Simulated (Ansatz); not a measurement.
Results of HSE06 (Ansatz, a first-principles code, plane waves, PAW) for AlSiCN (P3m1, No. 156, 4 atoms in the cell; start mp-1227998).

Numerical settings: plane-wave cutoff 460 eV, 9×9×6 k mesh (along the axes of the cell as run), Fermi–Dirac smearing 0.01 eV, scalar-relativistic PAW data made under PBE.

The cell is the one relaxed with PBEsol. Conventional cell: a = 3.0941 Å, b = 3.0941 Å, c = 5.0268 Å, α = 90.00°, β = 90.00°, γ = 120.00°.

```xyz
4
Lattice="3.0941 0.0000 0.0000 -1.5470 2.6795 0.0000 0.0000 0.0000 5.0268" Properties=species:S:1:pos:R:3 pbc="T T T"
Al     0.0000     1.7864     2.5496
Si     1.5470     0.8932     5.0134
C      0.0000     1.7864     0.5452
N      1.5470     0.8932     3.2021
```

Question: List the 10 lowest band energies at Γ above −25 eV (eV, relative to the valence band maximum), grouping those that round alike.

Answer: At Γ: -17.89, -13.75, -8.32, -2.15 (×2), -0.43, 0.00 (×2), 5.36, 7.48.

Note: the run warned that its exchange threshold was loose for the stress; cell and atoms aren't relaxed at this level (pressure -1.6 GPa).

A start named mp-… is a Materials Project structure, which need not be a measured phase.
